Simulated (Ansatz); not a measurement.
## How the width of the whole s-p valence band of wurtzite BN (high-pressure phase) moves with the method

No measured value is used here.

| level (code) | value (eV) | cell (Å³/atom) |
|---|---|---|
| LDA (Ansatz) | 20.36 | 5.85 |
| PBE (Ansatz) | 20.52 | 5.85 |
| PBE-D3(BJ) (Ansatz) | 20.46 | 5.88 |
| r²SCAN-D4 (Ansatz) | 21.56 | 5.86 |
| LC-ωPBE (Ansatz) | 23.51 | 5.80 |
| r²SCAN0 (Ansatz) | 23.11 | 5.85 |
| Hartree–Fock (Ansatz) | 27.69 | 5.85 |

Widths are read from band energies on the run's k points.  Values are at the measured cell; PBE-D3(BJ) at the level's own equilibrium cell; r²SCAN-D4 at the level's own equilibrium cell; LC-ωPBE at the level's own relaxed cell. Cutoffs and k meshes differ between the levels. Ansatz's density-functional and Hartree–Fock values are scalar-relativistic unless marked +SOC, with PAW data made under PBE.

Ansatz is an electronic-structure program.
